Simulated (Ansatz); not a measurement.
## Carrier doping in HgTe

Take HgTe (space group P3_121, No. 152; a = 4.6793 Å, c = 10.3852 Å; a cell from a computed database, its experimental status unchecked; made of chains) as the base.

Carriers are added at fixed cell with a uniform background; the Fermi–Dirac width is that of 300 K.

Method: r2SCAN (Ansatz, a quantum-chemistry and plane-wave program, PAW, no spin-orbit coupling), earlier PAW set.

| change | largest internal atomic displacement | gap character | gap between the host's bands |
|---|---|---|---|
| undoped | – | indirect, A → Γ | 0.97 eV |
| electrons 2.0×10^21 cm⁻³ | 0.068 Å | indirect, A → M | 0.85 eV |
| electrons 3.0×10^21 cm⁻³ | 0.114 Å | indirect, A → M | 0.68 eV |
| electrons 5.0×10^21 cm⁻³ | 0.234 Å | indirect, K–Γ (64 % along) → M | 0.22 eV |
| holes 2.0×10^21 cm⁻³ | 0.028 Å | indirect, A → Γ | 0.94 eV |
| holes 3.0×10^21 cm⁻³ | 0.038 Å | indirect, A → Γ | 0.94 eV |
| holes 5.0×10^21 cm⁻³ | 0.045 Å | indirect, A → Γ | 0.95 eV |

Carriers are added with a uniform compensating background; total energy and stress of such cells depend on the potential's zero and are not compared; many-body gap narrowing is missing at this level. Spin-orbit coupling, missing from the scalar runs, can matter with Hg and Te. Stability against distortions was not tested. No dispersion term is included, though the crystal is made of layers, chains or molecules, so its spacings can come out too wide. This is not the structure that HgTe has at room temperature and ambient pressure.
